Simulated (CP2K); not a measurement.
CP2K run on Cd4SF6 (P4_2/nmc, 22 atoms in the cell): self-consistent single point

Computed with PBEsol, GPW, DZVP-MOLOPT-PBE-GTH basis, GTH-PBE potentials (POTENTIAL_UZH) in CP2K.

Input as run:

```
&GLOBAL
  PROJECT cd4sf6
  RUN_TYPE ENERGY_FORCE
  PRINT_LEVEL LOW
&END GLOBAL
&FORCE_EVAL
  METHOD Quickstep
  STRESS_TENSOR ANALYTICAL
  &DFT
    BASIS_SET_FILE_NAME BASIS_MOLOPT_UZH
    POTENTIAL_FILE_NAME POTENTIAL_UZH
    &QS
      METHOD GPW
      EPS_DEFAULT 1E-11
    &END QS
    &MGRID
      CUTOFF 550
      REL_CUTOFF 60
      NGRIDS 5
    &END MGRID
    &SCF
      SCF_GUESS ATOMIC
      EPS_SCF 1E-6
      MAX_SCF 100
      ADDED_MOS 30
      &DIAGONALIZATION
        ALGORITHM STANDARD
      &END DIAGONALIZATION
      &MIXING
        METHOD BROYDEN_MIXING
        ALPHA 0.4
        NBUFFER 12
      &END MIXING
    &END SCF
    &KPOINTS
      SCHEME MONKHORST-PACK 3 3 4
      GAMMA_CENTERED T
    &END KPOINTS
    &XC
      &XC_FUNCTIONAL
        &PBE
          PARAMETRIZATION PBESOL
        &END PBE
      &END XC_FUNCTIONAL
    &END XC
    &PRINT
      &MO
        EIGENVALUES T
        OCCUPATION_NUMBERS T
        NDIGITS 8
        FILENAME mo
        &EACH
          QS_SCF 0
        &END EACH
        ADD_LAST NUMERIC
      &END MO
      &MULLIKEN OFF
      &END MULLIKEN
    &END PRINT
  &END DFT
  &SUBSYS
    &CELL
      ABC 7.89101000 7.89101000 5.51060000
      ALPHA_BETA_GAMMA 90.00000000 90.00000000 90.00000000
      PERIODIC XYZ
    &END CELL
    &COORD
      SCALED
      Cd       0.50000000     0.76500000     0.23359000
      Cd       0.73500000     0.00000000     0.73359000
      Cd       0.50000000     0.23500000     0.23359000
      Cd       0.26500000     0.00000000     0.73359000
      Cd       0.00000000     0.73500000     0.26641000
      Cd       0.23500000     0.50000000     0.76641000
      Cd       0.00000000     0.26500000     0.26641000
      Cd       0.76500000     0.50000000     0.76641000
      S        0.00000000     0.00000000     0.50000000
      S        0.50000000     0.50000000     0.00000000
      F        0.28556000     0.28556000     0.50000000
      F        0.21444000     0.78556000     0.00000000
      F        0.71444000     0.71444000     0.50000000
      F        0.78556000     0.21444000     0.00000000
      F        0.21444000     0.21444000     0.00000000
      F        0.28556000     0.71444000     0.50000000
      F        0.78556000     0.78556000     0.00000000
      F        0.71444000     0.28556000     0.50000000
      F        0.50000000     0.00000000     0.97354000
      F        0.50000000     0.00000000     0.47354000
      F        0.00000000     0.50000000     0.52646000
      F        0.00000000     0.50000000     0.02646000
    &END COORD
    &KIND Cd
      BASIS_SET DZVP-MOLOPT-PBE-GTH-q12
      POTENTIAL GTH-PBE-q12
    &END KIND
    &KIND S
      BASIS_SET DZVP-MOLOPT-PBE-GTH-q6
      POTENTIAL GTH-PBE-q6
    &END KIND
    &KIND F
      BASIS_SET DZVP-MOLOPT-PBE-GTH-q7
      POTENTIAL GTH-PBE-q7
    &END KIND
  &END SUBSYS
  &PRINT
    &FORCES ON
    &END FORCES
    &STRESS_TENSOR ON
    &END STRESS_TENSOR
  &END PRINT
&END FORCE_EVAL
```

The program printed (abridged):

```
 GLOBAL| Method name                                                        CP2K
 GLOBAL| Project name                                                     cd4sf6
 GLOBAL| Run type                                                   ENERGY_FORCE

 TOTAL NUMBERS AND MAXIMUM NUMBERS

  Total number of            - Atomic kinds:                                   3
                             - Atoms:                                         22
                             - Shell sets:                                    22
                             - Shells:                                       126
                             - Primitive Cartesian functions:                108
                             - Cartesian basis functions:                    436
                             - Spherical basis functions:                    382

  Maximum angular momentum of- Orbital basis functions:                        3
                             - Local part of the GTH pseudopotential:          2
                             - Non-local part of the GTH pseudopotential:      4

 SCF PARAMETERS         Density guess:                                    ATOMIC
                        max_scf:                                             100
                        max_diis:                                              4
                        eps_scf:                                        1.00E-06
                        eps_diis:                                       1.00E-01
                        eps_eigval:                                     1.00E-05
                        level_shift [a.u.]:                             0.000000
                        added MOs                                        30    0
                        Mixing method:                            BROYDEN_MIXING
                                                charge density mixing in g-space
                        No outer SCF

 Extrapolation method: initial_guess

 Number of electrons:                                                        192
 Number of occupied orbitals:                                                 96
 Number of molecular orbitals:                                               126

 Number of orbital functions:                                                382
 Number of independent orbital functions:                                    382

 SCF WAVEFUNCTION OPTIMIZATION

  Step     Update method      Time    Convergence         Total energy    Change
     1 NoMix/Diag. 0.40E+00      -     1.52092905      -678.8232463681 -6.79E+02
     2 Broy./Diag. 0.40E+00      -     0.10153961      -666.2123945646  1.26E+01
     3 Broy./Diag. 0.40E+00      -     0.04268330      -681.0626909785 -1.49E+01
     4 Broy./Diag. 0.40E+00      -     0.01324374      -679.0464966171  2.02E+00
     5 Broy./Diag. 0.40E+00      -     0.00300015      -678.9223149249  1.24E-01
     6 Broy./Diag. 0.40E+00      -     0.00103970      -678.7421585859  1.80E-01
     7 Broy./Diag. 0.40E+00      -     0.00031874      -678.7736659387 -3.15E-02
     8 Broy./Diag. 0.40E+00      -     0.00006411      -678.7854610376 -1.18E-02
     9 Broy./Diag. 0.40E+00      -     0.00004285      -678.7806981022  4.76E-03
    10 Broy./Diag. 0.40E+00      -     0.00000670      -678.7811672614 -4.69E-04
    11 Broy./Diag. 0.40E+00      -     0.00000295      -678.7808945825  2.73E-04
    12 Broy./Diag. 0.40E+00      -     0.00000038      -678.7810548601 -1.60E-04

  *** SCF run converged in    12 steps ***

  Electronic density on regular grids:       -191.9999999982        0.0000000018
  Core density on regular grids:              191.9999999986       -0.0000000014
  Total charge density on r-space grids:        0.0000000004
  Total charge density g-space grids:           0.0000000004

  Overlap energy of the core charge distribution:               0.00000000266553
  Self energy of the core charge distribution:              -1411.44542432115418
  Core Hamiltonian energy:                                    421.12925441550630
  Hartree energy:                                             423.62704838656856
  Exchange-correlation energy:                               -112.09193334373570

  Total energy:                                              -678.78105486014965

 ENERGY| Total FORCE_EVAL ( QS ) energy [hartree]           -678.781024882367205

 FORCES| Atomic forces [hartree/bohr]
 FORCES|   Atom     x               y               z               |f|
 FORCES|      1  5.59728353E-09 -2.35583743E-03  2.12768591E-04   2.36542607E-03
 FORCES|      2  2.35583627E-03  5.35211374E-09  2.12764803E-04   2.36542457E-03
 FORCES|      3 -5.01358730E-09  2.35583765E-03  2.12768707E-04   2.36542629E-03
 FORCES|      4 -2.35583660E-03 -5.63079493E-09  2.12764948E-04   2.36542491E-03
 FORCES|      5 -4.75097510E-09  2.35583400E-03 -2.12763405E-04   2.36542218E-03
 FORCES|      6  2.35583464E-03  4.80812662E-09 -2.12768102E-04   2.36542325E-03
 FORCES|      7  4.02863957E-09 -2.35583377E-03 -2.12762663E-04   2.36542189E-03
 FORCES|      8 -2.35583478E-03 -4.94895456E-09 -2.12766711E-04   2.36542326E-03
 FORCES|      9  1.08638477E-09  6.14013662E-10 -2.85772285E-09   3.11830476E-09
 FORCES|     10  3.53922825E-10 -9.05913274E-11 -3.81488445E-09   3.83233760E-09
 FORCES|     11 -2.60216000E-03 -2.60216522E-03  1.74128740E-09   3.68001365E-03
 FORCES|     12  2.60216500E-03 -2.60216029E-03  9.72774574E-10   3.68001370E-03
 FORCES|     13  2.60216006E-03  2.60216591E-03  8.56378847E-10   3.68001418E-03
 FORCES|     14 -2.60216569E-03  2.60215977E-03  1.01403424E-09   3.68001382E-03
 FORCES|     15  2.60216114E-03  2.60216535E-03 -1.49463417E-09   3.68001455E-03
 FORCES|     16 -2.60216610E-03  2.60216121E-03 -5.62630997E-10   3.68001514E-03
 FORCES|     17 -2.60216122E-03 -2.60216539E-03 -7.72157859E-10   3.68001464E-03
 FORCES|     18  2.60216524E-03 -2.60216179E-03 -1.27951746E-09   3.68001494E-03
 FORCES|     19 -2.19091332E-11 -7.55978954E-12  2.45150153E-03   2.45150153E-03
 FORCES|     20  2.60691851E-10  9.17324768E-11  2.45148972E-03   2.45148972E-03
 FORCES|     21  7.36121277E-10  1.15029745E-10 -2.45148996E-03   2.45148996E-03
 FORCES|     22  2.87088422E-10  2.29553889E-10 -2.45150099E-03   2.45150099E-03
 FORCES| Sum     5.29969355E-10  5.26564386E-10  2.76473506E-10
 FORCES| Total atomic force                                       7.96602266E-10

 STRESS| Analytical stress tensor [bar]
 STRESS|                        x                   y                   z
 STRESS|      x        3.25614509946E+03   7.52596052808E-05   2.21644981675E-04
 STRESS|      y        7.52596052808E-05   3.25614441876E+03   2.99937515799E-04
 STRESS|      z        2.21644981675E-04   2.99937515799E-04   5.07551779180E+03
 STRESS| 1/3 Trace                                             3.86260243667E+03
```

The run converged in 12 iterations.

The starting cell comes from a database of computed structures (which also holds hypothetical and non-ambient phases and stackings), without a prior relaxation at this level. Values carry the incompleteness of an atom-centred basis. The potentials were made for another functional than the one used.

Cost on one core of a shared machine: roughly 2 min.
